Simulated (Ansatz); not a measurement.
Start from Na$_{3}$Sb (space group P6_3/mmc, No. 194).

```xyz
8
Lattice="5.3122 0.0000 0.0000 -2.6561 4.6005 0.0000 0.0000 0.0000 9.4529" Properties=species:S:1:pos:R:3 pbc="T T T"
Sb     0.0000     3.0670     2.3632
Sb     2.6561     1.5335     7.0896
Na     0.0000     0.0000     2.3632
Na     0.0000     0.0000     7.0896
Na     0.0000     3.0670     5.5057
Na     2.6561     1.5335     0.7792
Na     0.0000     3.0670     8.6736
Na     2.6561     1.5335     3.9472
```

Cartesian axes are those of the cell as printed.

Computed with PBEsol/PAW in Ansatz (an electronic-structure program), without spin-orbit coupling.

For the base:

```
Property                        Result
-----------------------------  -------
Band gap                       0.43 eV
Shortest interatomic distance  3.067 Å
```

Perturbation: biaxial strain +3.00 %, plane normal [001], relaxed out of plane (Cartesian); in-plane vectors clamped, the third vector and the atoms free.

Task: How does this affect the band gap, shortest interatomic distance and out-of-plane strain?

Result: The band gap shrinks by 0.09 eV, from 0.43 eV to 0.34 eV; the shortest interatomic distance grows by 0.050 Å (3.067 Å → 3.117 Å); the out-of-plane strain comes out as -0.50 %.

Spin-orbit coupling, missing from the scalar runs, can matter with Sb. Stability against distortions was not tested.
